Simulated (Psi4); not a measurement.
Psi4 1.11, WB97X/def2-tzvp: Cr(O)(NH)(F)(Cl) ([NH]=[Cr](=[O])([F])[Cl]), 6 atoms. The geometry is a generated start, not checked to be a minimum at this level.

```json
{
 "task": "energy",
 "method": "wb97x",
 "basis": "def2-tzvp",
 "memory": "3 GB",
 "maxiter": "100",
 "keys_of_the_molecule_block": "symmetry c1",
 "scf_type": "df (default)",
 "e_convergence": "1e-06 (default)",
 "d_convergence": "1e-06 (default)",
 "dft_radial_points": "75 (default)",
 "dft_spherical_points": "302 (default)",
 "basis_functions": "181",
 "grid_points": "130562"
}
```

```xyz
6

Cr     0.1239     0.3109     0.2752
O      1.6405     0.4540     0.5715
N     -0.2098    -0.6975    -0.9640
H     -0.1468    -1.3324    -1.7498
F     -0.6484     1.7913    -0.0445
Cl    -0.7593    -0.5263     1.9116
```

Charge 0 and multiplicity 1 are set for this test and not shown to be the ground state.

With the defaults (damping_percentage = 0, diis = true, scf_initial_accelerator = adiis, guess = auto, which took SAD, diis_max_vecs = 10, diis_start = 1, level_shift = 0, level_shift_cutoff = 0.01) it converges in 13 SCF iterations. One run each on 2 threads, with these changes:
- guess = gwh
- level_shift = 0.1, level_shift_cutoff = 0.001
- damping_percentage = 60, diis = false, scf_initial_accelerator = none
- diis_max_vecs = 6
- guess = sapgau
- guess = sadno
- scf_initial_accelerator = none
- damping_percentage = 60
- diis_start = 4

Q: Which runs fail or end elsewhere than the default run?

A: No convergence: damping_percentage = 60; damping_percentage = 60, diis = false, scf_initial_accelerator = none (the run ends without SCF convergence in 100 iterations). The rest reach the solution of the defaults.

```csv
setting,SCF iterations,end
the defaults,13,same solution
scf_initial_accelerator = none,13,same solution
"level_shift = 0.1, level_shift_cutoff = 0.001",13,same solution
guess = sapgau,14,same solution
diis_max_vecs = 6,15,same solution
guess = sadno,15,same solution
guess = gwh,18,same solution
diis_start = 4,18,same solution
damping_percentage = 60,100,no convergence
"damping_percentage = 60, diis = false, scf_initial_accelerator = none",100,no convergence
```
